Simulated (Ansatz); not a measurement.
The starting structures come from a database of crystals and need not be the phases stable at ambient conditions.

 Where the default PAW files enter, the runs use the earlier of Ansatz's two default sets.

Tunnelling through a barrier is set by its complex band structure: the current falls as exp(−2κd) with the smallest κ.

```yaml
crystal:
  lattice:
    - [5.60862, 0.00000, 0.00000]
    - [0.00000, 5.65726, 0.00000]
    - [0.00000, 2.82863, 6.17452]
  atoms:
    - { symbol: Bi, position: [0.25000, 0.90973, 0.18053] }
    - { symbol: Bi, position: [0.75000, 0.09027, 0.81947] }
    - { symbol: Pb, position: [0.25000, 0.60880, 0.78240] }
    - { symbol: Pb, position: [0.75000, 0.39120, 0.21760] }
    - { symbol: Cl, position: [0.25000, 0.25442, 0.49116] }
    - { symbol: Cl, position: [0.75000, 0.74558, 0.50884] }
    - { symbol: O, position: [0.50000, 0.76192, 0.00000] }
    - { symbol: O, position: [0.50000, 0.23808, 0.00000] }
    - { symbol: O, position: [0.00000, 0.23808, 0.00000] }
    - { symbol: O, position: [0.00000, 0.76192, 0.00000] }
```

Space group of this cell: Cmcm. The cell was relaxed by PBE-D3(BJ); by r2SCAN its mean pressure is -0.8 GPa.

Transport runs along the normal of the first two printed cell vectors.

The gap is the functional's own. No spin-orbit coupling. Mid-gap values are interpolated on the energy grid.

Q: Compute, with r2SCAN in Ansatz (a first-principles code), the band gap and the smallest decay constant κ at mid-gap.

A: Gap 2.45 eV on a 6×6×6 mesh; κ = 0.268 1/Å, at the zone centre.
